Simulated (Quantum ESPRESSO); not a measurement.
A user runs Quantum ESPRESSO on CoPSe (Pbca, 24 atoms in the cell) and asks whether the run is sound. The aim is a self-consistent single point with DFT, LDA (PZ), plane waves, PSlibrary PAW (LDA) pseudopotentials.

Cell that was meant: a = 5.6614 Å, b = 5.7450 Å, c = 11.3550 Å, α = 90.00°, β = 90.00°, γ = 90.00°.

Part of the input:

```fortran
  nat = 24
  ntyp = 3
  ecutwfc = 55
  ecutrho = 110
  occupations = 'smearing'
  smearing = 'fd'
  degauss = 0.00147
```

Output (repeated stretches shortened):

```
     file Co.pz-n-kjpaw_psl.1.0.0.UPF: wavefunction(s)  4S 3D renormalized
   [... lines left out ...]
        k(    5) = (   0.3333333   0.0000000   0.0000000), wk =   0.2222222
        k(    6) = (   0.3333333   0.0000000  -0.2492891), wk =   0.2222222
        k(    7) = (   0.3333333   0.3284820   0.0000000), wk =   0.4444444
        k(    8) = (   0.3333333   0.3284820  -0.2492891), wk =   0.4444444

     Dense  grid:    48477 G-vectors     FFT dimensions: (  36,  40,  72)

     Initial potential from superposition of free atoms

     starting charge     159.9965, renormalised to     160.0000
     Self-consistent Calculation

     iteration #  1     ecut=    55.00 Ry     beta= 0.70

     total energy              =   -3143.27011878 Ry
     estimated scf accuracy    <       7.76542515 Ry

     iteration #  2     ecut=    55.00 Ry     beta= 0.70

     total energy              =   -3132.31188314 Ry
     estimated scf accuracy    <     206.53509443 Ry

     iteration #  3     ecut=    55.00 Ry     beta= 0.70

     total energy              =   -3148.95231470 Ry
     estimated scf accuracy    <       0.62519729 Ry

   [... 8 blocks of this kind left out ...]

     iteration # 12     ecut=    55.00 Ry     beta= 0.70

     total energy              =   -3149.16146375 Ry
     estimated scf accuracy    <       0.00000008 Ry

     iteration # 13     ecut=    55.00 Ry     beta= 0.70
     End of self-consistent calculation

     the Fermi energy is     9.9329 ev

!    total energy              =   -3149.16146376 Ry
     estimated scf accuracy    <          3.2E-10 Ry
     smearing contrib. (-TS)   =      -0.00000000 Ry
     internal energy E=F+TS    =   -3149.16146376 Ry

     convergence has been achieved in  13 iterations

     Forces acting on atoms (cartesian axes, Ry/au):

     atom    1 type  1   force =    -0.00025960   -0.00545807    0.00700485
     atom    2 type  1   force =     0.00025960    0.00545807   -0.00700485
     atom    3 type  1   force =     0.00025960    0.00545807    0.00700485
     atom    4 type  1   force =    -0.00025960   -0.00545807   -0.00700485
   [... lines left out ...]

     Total force =     0.029944     Total SCF correction =     0.000045

          total   stress  (Ry/bohr**3)                   (kbar)     P=     -126.65
  -0.00087519   0.00000000   0.00000000         -128.74        0.00        0.00
   0.00000000  -0.00084894   0.00000000            0.00     -124.88        0.00
   0.00000000   0.00000000  -0.00085863            0.00        0.00     -126.31

   JOB DONE.
```

Question: Is anything amiss in this input, and did it matter?

Answer: The results are close to the sound ones and would serve for rough work. The doubtful point is a density cutoff or grid that is too coarse. The charge density holds wave vectors up to twice those of the orbitals (four times the energy cutoff), and augmentation charges need more still. The run converged in 13 iterations without an error; against the sound input the free energy drops by 1.2 meV/atom, the pressure goes from -12.77 to -12.66 GPa, the largest force stays at 0.228 eV/Å and the gap on the mesh hardly changes (0.572 to 0.574 eV).

The sound input it was made from differs as follows (other fixes are possible):
```diff
-  ecutrho = 110
+  ecutrho = 330
```

With that input, the run converged in 13 iterations: free energy E − TS -42846.4969 eV; top of the valence band (on the code's own zero) 9.64 eV; gap on the k-point mesh 0.57 eV; pressure -12.77 GPa; largest force (vector length) 0.228 eV/Å (DFT, LDA (PZ), plane waves, PSlibrary PAW (LDA) pseudopotentials).

On the sound input: the starting cell comes from a database of computed structures (which also holds hypothetical and non-ambient phases and stackings), without a prior relaxation at this level. Its lattice was rescaled by a random factor within 2.5 % of one. With a pressure of about -13 GPa the cell is away from its equilibrium volume at this level.
